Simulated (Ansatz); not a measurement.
An Ansatz (a first-principles code) run: CaF2 with a change (pressure 1.5 GPa); PBEsol/PAW in Ansatz, no SOC.

Input:

Ansatz 0.2 input:
```yaml
crystal:
  lattice:
    - [0, 2.7031096152, 2.7031096152]
    - [2.7031096152, 0, 2.7031096152]
    - [2.7031096152, 2.7031096152, 0]
  atoms:
    - { symbol: Ca, position: [0, 0, 0] }
    - { symbol: F, position: [0.25, 0.25, 0.25] }
    - { symbol: F, position: [0.75, 0.75, 0.75] }
basis: { ecutwfc: 420, ecutrho_ratio: 4, xc_grid: 2, fft_grid_basis: typed }
kpoints: { mp_grid: { grid: [11, 11, 11] } }
hamiltonian:
  xc: pbesol
  dispersion: none
  pseudopotentials: { kind: paw }
scf: { occupations: { method: fermi_dirac, width: 0.05 } }
relax: { f_tol: 0.01, max_steps: 60, cell: { stress_tol: 0.02, p_target: 1.5 } }
output: { forces: true, stress: true }
checkpoint: { write: state.ck, write_every: 1000 }
```

Output (explanatory and most iteration lines left out):

```
Relaxation: its limit of steps is 60 (relax.max_steps)
Pseudopotential: Ca, paw, valence charge 10
Pseudopotential: F, paw, valence charge 7
Crystal: 3 atoms, lattice volume = 39.502 Å³
Basis set: ecut = 420 eV, 749 PW (Γ), exchange–correlation on 54×54×54 points (8 copies of the dense FFT grid, shifted against one another)
Bands: 16, of which v1, the nominal top of the filled ones, is band 12 counted from 1 (11 counted from 0)
Symmetry: 48 space group operations
Space group: Fm-3m (ITA 225), of the structure as read, at distance tolerance 3.4e-5 Å
k-points: 56 of 1331
Functional: x = pbesol(κ = 0.804, μ = 0.12345679012345678), c = pbesol(β = 0.046)
SCF iter   1: F=—  HF=-3400.901673 eV  |F-HF|=—  |Δ(HF+E_count)|=         —  Δρ=1.37e-2  dr2=4.64e-2  ethr=1.77e-3  ⟨swp⟩=6.8  Hψ=5605  notcnv=0
SCF iter   2: F=—  HF=-3400.889043 eV  |F-HF|=—  |Δ(HF+E_count)|=   1.26e-2  Δρ=5.89e-3  dr2=7.45e-3  ethr=1.93e-4  ⟨swp⟩=2.0  Hψ=2176  notcnv=0
SCF 1 converged in 6 iterations: F = -3400.886677 eV  dr2 = 8.06e-9
relax step   1: F+E_penalty+E_count = -3400.88667748 eV  Δ(F+E_penalty+E_count) = +0.000e0 eV  max|allowed force component| = 3.855e-18 eV/Å  Δτ_max = 0.0000 Å  P = +0.698 GPa  Ω = 39.502 Å³  (6 SCF iters, dr2 threshold 1.00e-7 eV, accepted)
[... steps on the carried basis left out ...]
relax step   6: F+E_penalty+E_count = -3400.88424248 eV  Δ(F+E_penalty+E_count) = +1.899e-4 eV  max|allowed force component| = 3.007e-17 eV/Å  Δτ_max = 0.0000 Å  P = +1.495 GPa  Ω = 39.159 Å³  stress off target by 5.33e-3 GPa  SCF on the basis re-selected at this cell (its energy is not comparable with the rows above)  (6 SCF iters)
SCF converged after 6 iterations
Free energy (F): -3400.884242 eV
Internal energy: -3400.884242 eV  (E = F + TS)
E sigma→0 (E₀):  -3400.884242 eV
Fermi energy:    7.360580 eV
--- Forces (eV/Å), atoms counted from 1 ---
  atom   1  Ca    -0.00000000     0.00000000     0.00000000
  atom   2  F     -0.00000000    -0.00000000    -0.00000000
  atom   3  F      0.00000000     0.00000000     0.00000000
--- Stress (GPa, compression-positive) ---
        1.494668      -0.000000      -0.000000
       -0.000000       1.494668      -0.000000
       -0.000000      -0.000000       1.494668
  P = ⅓ Tr σ = 1.4947 GPa (14.947 kbar)
--- Relaxed structure (4 steps of the walk, 4 accepted, 2 SCFs on fresh bases) ---
  cell:  # Å, volume = 39.1587 Å³
    - [-3.769779152462597e-34, 2.695252655294752, 2.695252655294752]
    - [2.695252655294752, -2.11378324177153e-34, 2.695252655294752]
    - [2.695252655294752, 2.695252655294752, -2.4203017156254052e-34]
  atoms:
    - { symbol: Ca, position: [-1.6943208450828019e-34, 1.2242774640778996e-34, 1.7085458421395293e-34] }
    - { symbol: F, position: [0.25, 0.25, 0.25] }
    - { symbol: F, position: [0.75, 0.75, 0.75] }
```

Load acts through the strain it causes; cell and atoms are relaxed under it. No phonon test of stability was made. The cell was made from CaF2 in the fluorite structure (space group Fm-3m, No. 225) by this change: pressure 1.5 GPa.
